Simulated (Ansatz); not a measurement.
Structures of equal composition on the (111)B surface of zinc-blende CdTe (Te plane on top): 2x2 Te adatom at H3; 2x2 Te adatom at T1; 2x2 Te adatom at T4. The slabs share one bottom face, and each structure is named by its start. These are constructed structures in small cells; real faces may alloy, dewet or reconstruct in larger ones, and not all known structures of the face are among them. Slabs of about 16 Å with all that they carry, Fermi-Dirac smearing of 0.025 eV. Bottom of the slabs: H caps. Relaxed from the named starts with such symmetry as they have, on meshes of like density; energies extrapolated to zero smearing; no spin-orbit coupling, no U. Spin-polarised runs, if any, are marked in brackets, and their order is one that fits the cell; the others ran without spin. Where a second, spin-polarised start was run, the lower counts.

Host crystal: zinc-blende CdTe, with a band gap (PBE, scalar-relativistic without spin-orbit coupling).

Computed with PBE (plane waves to 420 eV, PAW; Ansatz, a quantum-chemistry and plane-wave program).

Question: Rank these by energy per 1x1 cell (lowest first), as PBE gives it.

Answer: 2x2 Te adatom at T4 (0.000 eV (1 Te–Te bonds formed; 1 Cd–Te bonds broke), no gap over 0.04 eV on the mesh), 2x2 Te adatom at H3 (0.041 eV, gap 0.39 eV on the mesh), 2x2 Te adatom at T1 (0.129 eV, no gap over 0.04 eV on the mesh)
